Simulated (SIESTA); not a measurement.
How far to go with the k-point mesh at a smearing width of 0.05 eV: Li (Im-3m, 1 atom in the cell)

```
Li
1.0
   -1.75023     1.75023     1.75023
    1.75023    -1.75023     1.75023
    1.75023     1.75023    -1.75023
Li
1
Direct
  0.00000   0.00000   0.00000
```

Computed with GGA PBEsol, numerical atomic orbitals TZP, PseudoDojo PBEsol standard norm-conserving potentials (rewritten from UPF to PSML) run with SIESTA.

Base settings: XC.functional = GGA; XC.authors = PBEsol; potentials = PseudoDojo PBEsol standard; PAO.BasisSize = TZP; PAO.EnergyShift = 0.01 Ry; MeshCutoff = 350 Ry; kgrid.MonkhorstPack = 13 13 13; OccupationFunction = MP; OccupationMPOrder = 0; ElectronicTemperature = 1160.45 K.

In this ladder: ElectronicTemperature = 580.23 K.

The second cell is the first with its lattice scaled by 0.98.

Only quantities that move along the ladder and can be compared are tabulated.

The starting cell has typed, rounded lattice constants, without a prior relaxation at this level. Its lattice was rescaled by up to half a per cent. Values carry the incompleteness of an atom-centred basis.

| kgrid.MonkhorstPack | free energy less the last step's (meV/atom) | energy of the compressed cell less the first (meV/atom) | pressure (GPa) |
|---|---|---|---|
| 5 5 5 | 3.79 | 0.56 | -0.38 |
| 6 6 6 | 39.52 | 1.48 | -0.21 |
| 7 7 7 | -0.82 | 1.25 | -0.29 |
| 8 8 8 | 11.56 | 1.08 | -0.28 |
| 10 10 10 | 7.59 | 0.88 | -0.31 |
| 12 12 12 | 4.88 | 0.94 | -0.30 |
| 14 14 14 | 1.91 | 0.85 | -0.32 |
| 17 17 17 | 1.39 | 0.47 | -0.36 |
| 21 21 21 | 0.33 | 0.59 | -0.35 |
| 26 26 26 | -0.25 | 0.52 | -0.36 |
| 31 31 31 | 0.00 | 0.53 | -0.36 |

Coarsest kgrid.MonkhorstPack that holds the pressure within 0.05 GPa of the last step, with all finer ones: 14 14 14; the step before is off by 0.05 GPa.

Coarsest kgrid.MonkhorstPack that holds the free energy within 1 meV/atom of the last step, with all finer ones: 21 21 21; the step before is off by 1.4 meV/atom.

Coarsest kgrid.MonkhorstPack that holds the energy of the compressed cell less the first within 0.5 meV/atom of the last step, with all finer ones: 10 10 10; the step before is off by 0.54 meV/atom.

The energy difference between the two cells stays within 1 meV/atom of the last step's from 5 5 5 on, the total only from 21 21 21 on: much of the error is common to both cells and cancels.
